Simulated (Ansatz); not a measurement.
**Converging the plane-wave cutoff: NaMgF₃ (P4mm, 5 atoms in the cell)**

```
NaMgF3
1.0
    3.96269     0.00000     0.00000
    0.00000     3.96269     0.00000
    0.00000     0.00000     3.96269
Na Mg F
1 1 3
Direct
  0.00000   0.00000   0.01262
  0.50000   0.50000   0.50000
  0.50000   0.50000   0.00000
  0.00000   0.50000   0.50000
  0.50000   0.00000   0.50000
```

Method: PBEsol, default PAW files made with PBE (plane waves; Ansatz, a program for electronic structure).

Base settings: basis.ecutwfc = 420 eV; kpoints.mp_grid.grid = 6 6 6; hamiltonian.xc = pbesol; hamiltonian.pseudopotentials = {kind: paw} (the program's default PAW files); scf.occupations.method = fermi_dirac; scf.occupations.width = 0.01 eV.

The second cell is the first with its lattice scaled by 0.98.

The mesh stays at the base's, so the ladder's end is converged at best in this setting alone.

The first pressure column holds Ansatz's estimate of the finite-basis (Pulay) stress, which hides part of the cutoff error; the other is without it.

Only quantities that move along the ladder and can be compared are tabulated.

The count of work is k-points × plane waves × bands × iterations; it is no time. 

The starting cell comes from a database of computed structures (which also holds hypothetical and non-ambient phases and stackings), without a prior relaxation at this level. Its lattice was rescaled by up to half a per cent. One atom was moved a little off its site on purpose.

| basis.ecutwfc | free energy less the last step's (meV/atom) | energy of the compressed cell less the first (meV/atom) | pressure (GPa) | pressure without the Pulay estimate (GPa) | largest difference of a force vector from the last step's (eV/Å) | count of work / last |
|---|---|---|---|---|---|---|
| 145 eV | 31759.47 | -659.03 | -18.35 | -1037.44 | 0.152 | 0.10 |
| 170 eV | 16333.23 | 135.99 | 11.58 | -622.33 | 0.314 | 0.12 |
| 190 eV | 9476.63 | 226.29 | 7.42 | -412.76 | 0.046 | 0.11 |
| 210 eV | 5538.80 | -36.93 | -4.21 | -274.62 | 0.111 | 0.13 |
| 230 eV | 3257.03 | -74.29 | -5.51 | -182.36 | 0.007 | 0.12 |
| 250 eV | 1845.59 | -22.13 | -4.27 | -117.21 | 0.006 | 0.15 |
| 295 eV | 492.91 | -7.89 | -3.56 | -42.19 | 0.006 | 0.16 |
| 335 eV | 127.67 | -2.40 | -2.57 | -15.81 | 0.000 | 0.19 |
| 380 eV | 22.24 | -3.43 | -2.83 | -5.82 | 0.001 | 0.22 |
| 420 eV | 4.29 | -3.76 | -2.84 | -3.44 | 0.000 | 0.27 |
| 460 eV | 1.60 | -3.78 | -2.84 | -2.90 | 0.000 | 0.30 |
| 505 eV | 1.40 | -3.78 | -2.84 | -2.85 | 0.000 | 0.35 |
| 565 eV | 1.14 | -3.81 | -2.84 | -2.87 | 0.000 | 0.41 |
| 630 eV | 0.95 | -3.82 | -2.85 | -2.85 | 0.000 | 0.48 |
| 735 eV | 0.83 | -3.83 | -2.85 | -2.86 | 0.000 | 0.62 |
| 840 eV | 0.38 | -3.82 | -2.85 | -2.88 | 0.000 | 0.75 |
| 1010 eV | 0.00 | -3.83 | -2.85 | -2.85 | 0.000 | 1.0 |

Coarsest basis.ecutwfc that holds the energy of the compressed cell less the first within 0.5 meV/atom of the last step, with all finer ones: 380 eV, at 0.22 of the last step's count of work; the step before is off by 1.4 meV/atom.

Coarsest basis.ecutwfc that holds the free energy within 5 meV/atom of the last step, with all finer ones: 420 eV, at 0.27 of the last step's count of work; the step before is off by 22 meV/atom.

Coarsest basis.ecutwfc that holds the pressure without the Pulay estimate within 1 GPa of the last step, with all finer ones: 420 eV, at 0.27 of the last step's count of work; the step before is off by 3.0 GPa.

The energy difference between the two cells stays within 1 meV/atom of the last step's from 380 eV on, the total only from 630 eV on: much of the error is common to both cells and cancels.

At the lowest cutoff the pressure without the Pulay estimate lies 1030 GPa under the last step's, the usual sign of Pulay stress in an incomplete plane-wave basis.

Keys are those of Ansatz 0.2.
